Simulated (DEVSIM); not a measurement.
System: Mo/HfO2/SiO2/n-Si capacitor, at 300 K.

Layer 1 from the left is HfO2, thickness (nm) 4.60. Layer 2 from the left is SiO2, thickness (nm) 0.600. Layer 3 from the left is Si, thickness (nm) 910, Nd (cm⁻³) 4e17.

Metal gate on the left, work function 4.6 eV. Fixed charge at the semiconductor interface 1.2e12 cm⁻² (in units of +e); no interface traps.

The device is made up for the run: typed textbook-type constants, with dimensions and the other settings drawn at random. Values at 300 K.

HfO2: gap (eV) 5.7, affinity (eV) 2.5, permittivity 22. SiO2: gap (eV) 9, affinity (eV) 0.9, permittivity 3.9. Si: gap (eV) 1.124, affinity (eV) 4.05, permittivity 11.7, Nc (cm⁻³) 2.86e19, Nv (cm⁻³) 3.1e19.

Model (solved in DEVSIM): 1D Poisson equation in equilibrium, Boltzmann statistics, complete ionisation; no quantum confinement or tunnelling. Metal contacts follow the ideal Schottky-Mott rule: no Fermi-level pinning, no interface dipoles.

What does the simulation give for the threshold voltage (band bending 2φF), the minimum of the low-frequency capacitance?

threshold voltage (band bending 2φF) -0.68 V; minimum of the low-frequency capacitance 0.197 μF/cm².
